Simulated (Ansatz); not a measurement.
**SrTiSe$_{3}$ in the cubic perovskite structure (space group Pm-3m, No. 221; a hypothetical phase, not in the database extracts checked)**

```
SrTiSe3
1.0
    5.02785     0.00000     0.00000
    0.00000     5.02785     0.00000
    0.00000     0.00000     5.02785
Sr Ti Se
1 1 3
Cartesian
  0.00000   0.00000   0.00000
  2.51392   2.51392   2.51392
  0.00000   2.51392   2.51392
  2.51392   2.51392   0.00000
  2.51392   0.00000   2.51392
```

Calculations: Ansatz (a quantum-chemistry and plane-wave program), PBE, PAW, cutoff 420 eV, spin-orbit coupling left out. Γ-centred 9×9×9 mesh, Fermi–Dirac width 0.05 eV.

| Item | Result |
|---|---|
| Volume per atom | 25.42 Å³ |
| Density | 4.86 g/cm³ |
| Band gap | zero |
| Total energy | -4491.519 eV/atom (σ→0; compares only within this code and set-up) |

Whether these cells are dynamically stable was not tested. The final runs are not spin-polarised. Many cubic perovskites are stable only at high temperature; tilts and polar distortions were not tested. SrTiSe3 has a high density of states at the Fermi level and may be magnetic at this level.
